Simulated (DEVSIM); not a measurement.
Device: illuminated Ge n-on-p cell, one wavelength, with a back-surface field, at 350 K.

Layer 1 from the left is Ge, thickness (μm) 0.960, Nd (cm⁻³) 3.3e18, τn (s) 2.6e-8, τp (s) 4.1e-8, absorption coefficient (cm⁻¹) 1400. Layer 2 from the left is Ge, thickness (μm) 290, Na (cm⁻³) 8e16, τn (s) 5.8e-7, τp (s) 5.8e-7, absorption coefficient (cm⁻¹) 1400. Layer 3 from the left is Ge, thickness (μm) 2.00, Na (cm⁻³) 3.3e18, τn (s) 5.8e-7, τp (s) 5.8e-7, absorption coefficient (cm⁻¹) 1400.

Left contact: ohmic, minority hole recombination velocity 4e5 cm/s. Right contact: ohmic, minority electron recombination velocity 1000 cm/s. Voltage is applied to the left contact. Recombination: SRH at mid-gap, radiative, Auger. Light enters at the left, 2e18 photons cm⁻² s⁻¹, one pass, no reflection. Mobility is constant in doping.

The device is made up for the run: typed textbook-type constants, with dimensions and the other settings drawn at random. Values at 300 K; Nc and Nv go as T^1.5, mobilities as T to minus their exponent, the gap by Varshni's rule with the affinity fixed.

Ge: gap (eV) 0.664, affinity (eV) 4, permittivity 16, Nc (cm⁻³) 1.04e19, Nv (cm⁻³) 6e18, μn (cm²/Vs) 3900, μp (cm²/Vs) 1900, T exponent of μn 1.66, T exponent of μp 2.33, B (cm³/s) 6.4e-14, Cn (cm⁶/s) 1e-31, Cp (cm⁶/s) 1e-31, Varshni α (eV/K) 0.000477, Varshni β (K) 235.

Model (solved in DEVSIM): 1D drift-diffusion, Boltzmann statistics, complete ionisation; no tunnelling, impact ionisation, image-force lowering or self-heating.

Dark forward current:

```csv
|V| (V),|J| (A/cm²)
0.05,0.007867
0.10,0.04878
0.15,0.2603
0.20,1.305
0.25,5.608
0.30,17.37
0.35,38.30
0.40,67.83
0.45,106.3
0.50,156.1
0.55,222.1
0.60,313.0
0.65,442.2
0.70,628.7
0.75,895.3
0.80,1262
0.85,1736
0.90,2312
```

Problem. Work out the local ideality factor n = ΔV / (kT/q · ln(J2/J1)) between the rows 0.15 and 0.20 V, 0.85 and 0.90 V.

Solution. kT/q = 30.16 mV. From 0.15 to 0.20 V: ln(1.305/0.2603) = 1.612, n = 1.03, near the 1 of diffusion or emission over a barrier. From 0.85 to 0.90 V: ln(2312/1736) = 0.287, n = 5.79.

Problem. What current could the absorbed light give at most, and what share is collected?

Solution. Σ αd = 41.0, so qΦ(1 − exp(−Σ αd)) = 320 mA/cm². The simulated short-circuit current is 285.7 mA/cm², a share of 0.89.

Problem. Estimate the open-circuit voltage by superposition: the voltage at which the dark current equals that short-circuit current.

Solution. Interpolating ln J in the table gives 0.153 V. The simulation gives 0.152 V, the same within the digits that matter. Superposition holds where collection doesn't change with voltage.
